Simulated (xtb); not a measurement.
xtb 6.7.1, GFN2-xTB: Al(Et)(OEt)(NH2) (CC[O][Al]([NH2])[CH2]C), 19 atoms. The geometry is a generated start, not checked to be a minimum at this level.

- method = GFN2-xTB
- --acc = 1 (default)
- --etemp (K) = 300 (default)
- detailed input (--input) = none: ANC optimiser, Lindh (1995) Hessian, microcycle=20, maxdispl=1.0, hlow=0.01 (default)
- basis functions = 46
- valence electrons = 42

```xyz
19

Al     0.2114     0.5127     0.7031
C     -0.2003    -0.7898     2.1815
C     -1.6673    -1.2406     2.2520
H      0.0693    -0.3519     3.1496
H      0.4275    -1.6832     2.0641
H     -1.9733    -1.7078     1.3177
H     -2.3261    -0.3934     2.4312
H     -1.8127    -1.9613     3.0575
O      0.7416    -0.1176    -0.7272
C      1.1429    -0.5487    -1.9908
C      0.7473     0.4462    -3.0762
H      2.2326    -0.6800    -1.9930
H      0.6792    -1.5235    -2.1965
H      1.2378     1.3998    -2.9012
H      1.0376     0.0664    -4.0537
H     -0.3300     0.6020    -3.0569
N     -0.0107     2.2717     0.9095
H     -0.3437     2.7340     1.7401
H      0.1370     2.9650     0.1891
```

The structure is relaxed from this start with --opt LEVEL for the levels crude, sloppy, loose, lax, normal, tight, vtight, extreme, once each. Up to the end of the extreme run atoms move by at most 1.8 Å along an axis.

Q: Choose the cheapest level whose final energy lies within 5 meV of that of extreme.

A: tight: 68 cycles against 122, ending 1.4 meV above.

| level | cycles | energy above the extreme run (meV) | gradient norm (eV/Å) |
|---|---|---|---|
| crude | 1 | 67 | 0.18 |
| sloppy | 1 | 67 | 0.18 |
| loose | 1 | 67 | 0.18 |
| lax | 2 | 67 | 0.063 |
| normal | 7 | 65 | 0.029 |
| tight | 68 | 1.4 | 0.0089 |
| vtight | 113 | 0.048 | 0.0017 |
| extreme | 122 | — | 0.0016 |
